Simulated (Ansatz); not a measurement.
Take WS2 (space group P6_3/mmc, No. 194; a = 3.115 Å, c = 11.772 Å; layered, stacked along the Cartesian z axis) as the base. Axes: x lies along a and z along c of the hexagonal cell.

Level of theory: DFT with PBEsol-D3(BJ), PAW potentials and a 420 eV plane-wave cutoff in Ansatz (a quantum-chemistry and plane-wave program), spin-orbit coupling left out.

One thing is altered: uniaxial strain ε_xx = +0.60 %, all other strain components held at zero; the atoms relax in the strained cell.

Task: Predict the stress tensor and what it implies for the stiffness.

Result: Stress of the strained cell less that of the base (GPa, compression positive):
```
  -1.62    0.00    0.00
   0.00   -0.33    0.00
   0.00    0.00   -0.08
```

Then −Δσ_ii/ε with ε = 0.0060 gives relaxed-ion elastic constants: C11 ≈ 270 GPa and C12 ≈ 55 GPa.

No phonon test of stability was made.
